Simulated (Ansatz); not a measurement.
The parent structure is GaS in the beta-GaS type structure (space group P6_3/mmc, No. 194; a = 3.534 Å, c = 15.039 Å; layered, stacked along the Cartesian z axis).

Computed with PBEsol-D3(BJ) (Ansatz, a quantum-chemistry and plane-wave program; PAW; 420 eV plane waves; without spin-orbit coupling).

Base values:

- Width of the top valence band = 2.17 eV
- Band gap = 1.29 eV
- Gap character = indirect, Γ → M

Perturbation: an isotropic linear strain of −2.72 %, atoms relaxed at fixed cell.

**Question.** What does the calculation give for the width of the top valence band, band gap and gap character after the change?

**Answer.** The width of the top valence band grows by 0.22 eV (2.17 eV → 2.39 eV); the band gap drops by 0.35 eV, from 1.29 eV to 0.94 eV; the gap character goes from indirect, Γ → M to indirect, Γ → K.

No phonon test of stability was made.
